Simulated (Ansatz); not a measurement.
## Effect of 3 layers on Bi

The parent structure is Bi in the A7 type structure (space group R-3m, No. 166; a = 4.5205 Å, c = 12.0283 Å (hexagonal axes); layered).

Modification: a free-standing slab of 3 layers (6 atoms, 2 a layer) is cut normal to the stacking axis, with 15 Å of vacuum and the in-plane cell relaxed.

The values are results of DFT with r2SCAN+rVV10, PAW potentials and a 500 eV plane-wave cutoff in Ansatz (a quantum-chemistry and plane-wave program), without spin-orbit coupling, not measurements. Settings: 12×12×1 k-points, 0.05 eV Fermi–Dirac smearing, for the changed cell.

The band gap is still zero and the excess energy per area of both faces (slab less bulk energy over the cell's area: twice a surface energy) amounts to 0.59 J/m² (uncertain by up to 0.06 J/m²). The in-plane lattice parameter a falls by 0.1051 Å (4.521 Å → 4.415 Å).

Final structure:

```xyz
6
Lattice="4.4155 0.0000 0.0000 2.2077 3.8239 0.0000 0.0000 0.0000 24.6317" Properties=species:S:1:pos:R:3 pbc="T T T"
Bi     4.4155     2.5493     7.2548
Bi     4.4155     0.0000     8.9108
Bi     6.6232     1.2746    11.4910
Bi     6.6232    -1.2746    13.1407
Bi     8.8310     0.0000    15.7208
Bi     8.8310    -2.5493    17.3768
```

Cost of the whole job for the changed cell (relaxation, final SCF and bands): about 13 core-minutes (a rough figure).

The excess energy carries the mismatch between the slab's and the bulk's meshes. Spin-orbit coupling, missing from the scalar runs, can matter with Bi. Stability against distortions was not tested.
